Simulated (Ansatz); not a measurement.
Base system: GaSb in the zinc blende structure (space group F-43m, No. 216; a = 6.1115 Å).

The values are results of plane-wave PAW DFT at the PBEsol level (Ansatz, a quantum-chemistry and plane-wave program, 420 eV), spin-orbit coupling left out, not measurements.

For the base:

```
Quantity   Result
--------  -------
Pressure  0.0 GPa
```

The change: an isotropic linear strain of +2.00 %; the atoms relax in the strained cell.

Q: Estimate the effect on the pressure.

A: The pressure goes from zero to -2.7 GPa.

Q: What does the calculation give for the energy relative to the base after the change?

A: The energy grows by 15 meV/atom.

No phonon test of stability was made. The final runs are not spin-polarised.
